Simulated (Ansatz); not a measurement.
Consider a 12-atom supercell of MoTe2 in the 2H-MoS2 type structure (space group P6_3/mmc, No. 194; layered, stacked along the Cartesian z axis) at its relaxed geometry.

```
MoTe2
1.0
    5.31321    -3.06758     0.00000
    1.77107     3.06758     0.00000
    0.00000     0.00000    14.18192
Mo Te
4 8
Cartesian
  5.31321  -1.02253  10.63644
  1.77107  -1.02253  10.63644
  1.77107   1.02253   3.54548
  5.31321   1.02253   3.54548
  5.31321  -1.02253   1.75102
  1.77107  -1.02253   1.75102
  1.77107   1.02253   8.84198
  5.31321   1.02253   8.84198
  1.77107   1.02253  12.43090
  5.31321   1.02253  12.43090
  5.31321  -1.02253   5.33994
  1.77107  -1.02253   5.33994
```

Calculations: plane-wave PAW DFT at the r2SCAN+rVV10 level (Ansatz, a quantum-chemistry and plane-wave program, 500 eV), scalar-relativistic without spin-orbit coupling.

Before the change:

```
Quantity   Result
--------  -------
Pressure  0.0 GPa
```

One thing is altered: a neutral Mo interstitial (started 2.69 Å from the nearest host atom), atoms relaxed at fixed cell, starting from a slightly rattled geometry.

Problem. What happens to the pressure?

Solution. The pressure goes from zero to 1.9 GPa.

Problem. How does this affect the largest displacement of a host atom from its site in the perfect cell?

Solution. The largest displacement of a host atom from its site in the perfect cell comes out as 0.21 Å.

Problem. Estimate the effect on the final site of the added atom.

Solution. The final site of the added atom amounts to 6 Te at 2.78 Å (octahedral).

The magnetic state is the one reached from the starting moments; the real material's order can differ, and small cells can't hold many antiferromagnetic ones. The cell is small, so the values are those of an ordered compound at a high defect concentration; dilute-limit values will differ. The mesh was chosen for an insulator and is coarse for the gapless case. The defect cell is spin-polarised and ends with 3.4 μB, a fractional moment that hangs on the mesh and smearing.
